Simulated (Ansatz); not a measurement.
**BeS in the zinc blende structure (space group F-43m, No. 216)**

```cif
data_BeS
_chemical_formula_sum 'Be1 S1'
_space_group_name_H-M_alt 'P 1'
_space_group_IT_number 1
_cell_length_a 3.44794
_cell_length_b 3.44794
_cell_length_c 3.44794
_cell_angle_alpha 60.000
_cell_angle_beta 60.000
_cell_angle_gamma 60.000
loop_
_space_group_symop_operation_xyz
  'x, y, z'
loop_
_atom_site_label
_atom_site_type_symbol
_atom_site_fract_x
_atom_site_fract_y
_atom_site_fract_z
_atom_site_occupancy
Be1 Be 0.00000 0.00000 0.00000 1
S1 S 0.25000 0.25000 0.25000 1
```

The values are results of Ansatz (an electronic-structure program) PBE, no SOC, not measurements. Γ-centred 12×12×12 mesh, Fermi–Dirac width 0.05 eV.

```yaml
volume_per_atom: 14.49 Å³
density: 2.35 g/cm³
band_gap: 3.15 eV, indirect, Γ → X
electron_mass: 0.84 mₑ along k, 0.29 mₑ across
Hole mass (degenerate bands, along [100]): 0.34, 0.57, 0.57 mₑ
Lowest conduction-band minima above the VBM: X along ⟨100⟩ 3.15 eV
total_energy: -498.483 eV/atom (σ→0; compares only within this code and set-up)
```

Masses are band curvatures over ±0.01 Å⁻¹ around the edge. Along k means along the line from Γ to the band edge. No phonon test of stability was made.
